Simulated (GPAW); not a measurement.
Band structure of Be (P6_3/mmc, 4 atoms in the cell).

```yaml
crystal:
  lattice:
    - [2.26275, 0.00000, 0.00000]
    - [-1.13138, 1.95960, 0.00000]
    - [0.00000, 0.00000, 7.28041]
  atoms:
    - { symbol: Be, position: [0.00000, 0.00000, 0.00000] }
    - { symbol: Be, position: [0.00000, 0.00000, 0.50000] }
    - { symbol: Be, position: [0.33333, 0.66667, 0.25000] }
    - { symbol: Be, position: [0.66667, 0.33333, 0.75000] }
```

Level of theory: PBE, GPAW PAW datasets PBE (gpaw-data 1.0.1) (plane waves; GPAW 25.7.0).

Settings: mode = pw; ecut = 800 eV; xc = PBE; kpts = 22 22 6; mesh shift (steps) = 0 0 0; occupations.name = methfessel-paxton; occupations.width = 0.2 eV; occupations.order = 0; nbands = -12; symmetry.symmorphic = false; symmetry.tolerance = 0.0005; maxiter = 100; bandpath_npoints = 40.

The starting cell was generated: these elements placed on a structure prototype, without a prior relaxation; it need not be a known phase or ordering of this composition. Its lattice was rescaled by a random factor within 2.5 % of one.

Levels in eV from the Fermi level, bands 1 to 8:
```tsv
point	1	2	3	4	5	6	7	8
Γ	-11.48	-9.39	-9.38	-4.79	0.48	9.74	9.74	16.10
M	-5.04	-4.10	-3.75	-2.83	1.07	1.07	3.99	5.75
K	-2.08	-2.08	-1.21	-1.09	-0.64	-0.64	2.33	2.33
A	-10.95	-10.95	-6.88	-6.88	3.77	3.77	16.30	16.30
L	-4.72	-4.72	-3.18	-3.18	1.54	1.54	3.48	3.48
H	-2.12	-2.12	-1.15	-1.15	-0.56	-0.56	2.30	2.30
```

Bands cross the Fermi level along this path, so the cell is metallic at this level.
